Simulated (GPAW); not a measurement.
```
CELL_PARAMETERS angstrom
      3.14607     0.00000     0.00000
     -1.57303     2.72458     0.00000
      0.00000     0.00000    13.01556
ATOMIC_POSITIONS crystal
  Mo 0.00000 0.00000 0.25000
  Mo 0.00000 0.00000 0.75000
  S  0.33333 0.66667 0.36774
  S  0.66667 0.33333 0.63226
  S  0.66667 0.33333 0.86774
  S  0.33333 0.66667 0.13226
```

Method of the run: PBE, GPAW PAW datasets PBE (gpaw-data 1.0.1) (plane waves; GPAW).

The set-up and first iterations of a GPAW log for MoS2 (P6_3/mmc, 6 atoms in the cell):

```
Input parameters:
  convergence: {bands: -4,
                forces: 0.001}
  kpts: {gamma: True,
         size: (6, 6, 2)}
  maxiter: 120
  mode: {ecut: 600.0,
         name: pw}
  nbands: -6
  occupations: {name: fixed-uniform}
  symmetry: {symmorphic: False,
             tolerance: 0.0005}
  xc: PBE

species:
  Mo:
    name: Molybdenum
    Z: 42.0
    valence: 14
    core: 28
    charge: 0.0
    file: Mo.PBE.gz

    # Using partial waves for Mo as LCAO basis

  S:
    name: Sulfur
    Z: 16.0
    valence: 6
    core: 10
    charge: 0.0
    file: S.PBE.gz

    # Using partial waves for S as LCAO basis

Reference energy: -263698.624853  # eV

Spin-paired calculation

Convergence criteria:
 Maximum [total energy] change in last 3 cyles: 0.0005 eV / valence electron
 Maximum integral of absolute [dens]ity change: 0.0001 electrons / valence electron
 Maximum integral of absolute [eigenst]ate change: 4e-08 eV^2 / valence electron
   [... lines left out ...]
  Backend: pulay
  Linear mixing parameter: 0.05
  old densities: 5
  Damping of long wavelength oscillations: 50

Hamiltonian:
  XC and Coulomb potentials evaluated on a 36*36*160 grid
  External potential:
    NoExternalPotential

XC parameters: PBE with 2 nearest neighbor stencil

Number of atoms: 6
Number of atomic orbitals: 42
Number of bands in calculation: 32
Number of valence electrons: 52
Bands to converge: 28

Density initialized from atomic densities
  32 bands from LCAO basis set

Atomic positions and initial magnetic moments

Positions:
   0 Mo     0.000000    0.000000    3.253889    ( 0.0000,  0.0000,  0.0000)
   1 Mo     0.000000    0.000000    9.761668    ( 0.0000,  0.0000,  0.0000)
   2 S     -0.000002    1.816386    4.786341    ( 0.0000,  0.0000,  0.0000)
   3 S      1.573037    0.908191    8.229216    ( 0.0000,  0.0000,  0.0000)
   4 S      1.573037    0.908191   11.294119    ( 0.0000,  0.0000,  0.0000)
   5 S     -0.000002    1.816386    1.721438    ( 0.0000,  0.0000,  0.0000)

Unit cell:
           periodic     x           y           z      points  spacing
  1. axis:    yes    3.146070    0.000000    0.000000    18     0.1514
  2. axis:    yes   -1.573035    2.724577    0.000000    18     0.1514
  3. axis:    yes    0.000000    0.000000   13.015557    80     0.1627

  Lengths:   3.146070   3.146070  13.015557
  Angles:   90.000000  90.000000 119.999996

Effective grid spacing dv^(1/3) = 0.1627
     iter     time        total  log10-change:
                         energy   eigst   dens  force
iter:   1 --:--:--   -46.964534   +0.56
iter:   2 --:--:--   -46.252531   -0.34  -1.12
iter:   3 --:--:--   -44.675870   -0.60  -1.17
iter:   4 --:--:--   -44.346305   -0.83  -1.31
iter:   5 --:--:--   -44.646810   -0.62  -1.41
iter:   6 --:--:--   -45.373285   -0.38  -1.52
iter:   7 --:--:--   -45.583379   -0.78  -1.43
iter:   8 --:--:--   -44.095882   -0.71  -1.35
iter:   9 --:--:--   -44.114264   -2.08  -2.31
iter:  10 --:--:--   -44.111610c  -2.63  -2.48
iter:  11 --:--:--   -44.111279c  -3.25  -2.70
iter:  12 --:--:--   -44.110048c  -3.22  -2.81
iter:  13 --:--:--   -44.110301c  -3.74  -3.30
iter:  14 --:--:--   -44.110346c  -4.58  -3.33
```

Problem. Will this run converge, and how will it end?

Solution. The run converged in 27 iterations. Its thresholds were met; that alone does not show that basis and mesh suffice. It ends on: free energy E − TS (from the program's reference atoms) -44.1103 eV; top of the valence band (on the code's own zero) 7.50 eV; gap on the k-point mesh 1.13 eV; pressure 6.82 GPa; largest force (vector length) 0.817 eV/Å. The log goes on:

```
   [... 2 lines left out ...]
iter:  17 --:--:--   -44.110503c  -5.17  -3.27
iter:  18 --:--:--   -44.110266c  -4.31  -3.29
iter:  19 --:--:--   -44.110300c  -4.78  -3.84
iter:  20 --:--:--   -44.110262c  -5.49  -3.67
iter:  21 --:--:--   -44.110264c  -6.35  -4.12c
iter:  22 --:--:--   -44.110263c  -6.92  -4.12c
iter:  23 --:--:--   -44.110262c  -6.69  -4.37c
iter:  24 --:--:--   -44.110262c  -7.14  -4.83c
iter:  25 --:--:--   -44.110262c  -7.59c -4.92c
iter:  26 --:--:--   -44.110262c  -7.96c -4.75c -2.88
iter:  27 --:--:--   -44.110262c  -7.86c -4.97c -3.06c
Converged after 27 iterations.

Dipole moment: (-0.000000, 0.000000, -0.000000) |e|*Ang

Energy contributions relative to reference atoms: (reference = -263698.624853)

Kinetic:        +11.423963
Potential:      -21.410462
External:        +0.000000
XC:             -33.904097
Entropy (-ST):   +0.000000
Local:           -0.219666
SIC:             +0.000000
--------------------------
Free energy:    -44.110262
Extrapolated:   -44.110262

Showing only first 2 kpts
 Kpt  Band  Eigenvalues  Occupancy
  0    24      6.58469    2.00000
  0    25      7.50362    2.00000
  0    26      9.78733    0.00000
  0    27      9.78736    0.00000

  1    24      7.21341    2.00000
  1    25      7.21341    2.00000
  1    26      9.81665    0.00000
  1    27      9.81665    0.00000

Fermi level: 8.06660

Gap: 1.126 eV
Transition (v -> c):
  (s=0, k=0, n=25, [0.00, 0.00, 0.00]) -> (s=0, k=8, n=26, [0.33, 0.33, 0.00])
Direct/indirect transitions are different
Direct gap: 1.715 eV
   [... lines left out ...]
Energy (eV): -44.110262

Forces in eV/Ang:
  0 Mo   -0.00000    0.00000    0.00000
  1 Mo   -0.00000    0.00000   -0.00000
  2 S     0.00000   -0.00000    0.81714
  3 S     0.00000    0.00000   -0.81714
  4 S     0.00000    0.00000    0.81714
  5 S     0.00000   -0.00000   -0.81714

Stress tensor:
    -0.038007     0.000000     0.000000
     0.000000    -0.038007    -0.000000
     0.000000    -0.000000    -0.051702
Stress (GPa, Voigt): [-6.0894 -6.0894 -8.2835 -0.      0.      0.    ]
```

For comparison: a first run was changed to give this one (lattice scaled by 0.98), and from it to this one the free energy goes up by 17.2 meV/atom, the pressure goes from -1.80 to 6.82 GPa, the largest force goes from 0.195 to 0.817 eV/Å and the gap on the mesh goes from 1.076 to 1.126 eV.

The starting cell comes from a database of computed structures (which also holds hypothetical and non-ambient phases and stackings), without a prior relaxation at this level. Its lattice was rescaled by a random factor within 2.5 % of one. For this run, on top of that: lattice scaled by 0.98. With a pressure of about 7 GPa the cell is away from its equilibrium volume at this level.

The run was DFT PBE, plane waves, GPAW PAW datasets PBE (gpaw-data 1.0.1). Main settings of its input:

* **mode**: pw
* **ecut**: 600 eV
* **xc**: PBE
* **kpts**: 6 6 2
* **mesh shift (steps)**: 0 0 0
* **occupations.name**: fixed-uniform
* **nbands**: -6
* **convergence.forces**: 0.001 eV/Å
* **convergence.bands**: -4
* **symmetry.symmorphic**: false
* **symmetry.tolerance**: 0.0005
* **maxiter**: 120
